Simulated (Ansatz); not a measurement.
Start from CdS in the zinc blende structure (space group F-43m, No. 216).

```
CELL_PARAMETERS angstrom
      0.00000     2.96333     2.96333
      2.96333     0.00000     2.96333
      2.96333     2.96333     0.00000
ATOMIC_POSITIONS crystal
  Cd 0.00000 0.00000 0.00000
  S  0.25000 0.25000 0.25000
```

The values are results of PBE/PAW in Ansatz (an electronic-structure program), no spin-orbit coupling, not measurements.

For the base:

```
Item                              Value
-----------------------------  --------
Pressure                       0.0 kbar
Width of the top valence band   2.02 eV
Band gap                        1.04 eV
```

Now apply this change: the cell is scaled by 1.0300 in all directions, atoms relaxed at fixed cell.

Q: Predict the new pressure, width of the top valence band and band gap.

A: The pressure goes from zero to -38.6 kbar; the width of the top valence band shrinks by 0.30 eV to 1.72 eV; the band gap drops by 0.20 eV to 0.84 eV.

The cells carry an imposed strain or load. No phonon test of stability was made.
